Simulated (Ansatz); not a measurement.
zincblende BP (F-43m) under hydrostatic pressure

Cell and atoms are relaxed with r2SCAN to each stress (compression positive); bands and masses by r2SCAN with spin-orbit coupling, rigid bands (plane waves, PAW; Ansatz, a program for electronic structure).

```
BP
1.0
    0.00000     2.26827     2.26827
    2.26827     0.00000     2.26827
    2.26827     2.26827     0.00000
B P
1 1
Direct
  0.00000   0.00000   0.00000
  0.25000   0.25000   0.25000
```

```
stress (GPa)  ln(V/V₀) (%)  gap (eV)  mean mₑ*
------------  ------------  --------  --------
-2.00                 1.21     1.416      0.32
0                        0     1.398      0.32
2.00                 -1.15     1.381      0.32
5.00                 -2.80     1.359      0.32
10.00                -5.34     1.320      0.33
```

 Masses are conductivity masses at 300 K in electron masses, harmonic means over x, y and z.

Task: Estimate the bulk modulus from the two loads next to zero.

Result: B ≈ −Δp/Δln V = 4.00 GPa/2.36 % = 169 GPa (r2SCAN), a mean over this interval.

Task: How fast does the gap move on either side of zero load?

Result: Under tension, (1.416 − 1.398) eV over -2.00 GPa = -9 meV/GPa, or about 1.5 eV per unit ln V; under compression, (1.320 − 1.398) eV over 10.00 GPa = -8 meV/GPa, or about 1.5 eV per unit ln V. The two slopes part by 1 meV/GPa; gaps are resolved to about 0.01 eV, which allows 6 meV/GPa, so these rows don't tell them apart.

Masses are those of dilute carriers in rigid bands with one relaxation time, without polarons. Third decimals of gaps are kept for the arithmetic. Every relaxation keeps the zincblende phase (space group F-43m under this load), so a transition, a distortion that breaks the symmetry or fracture can't show.
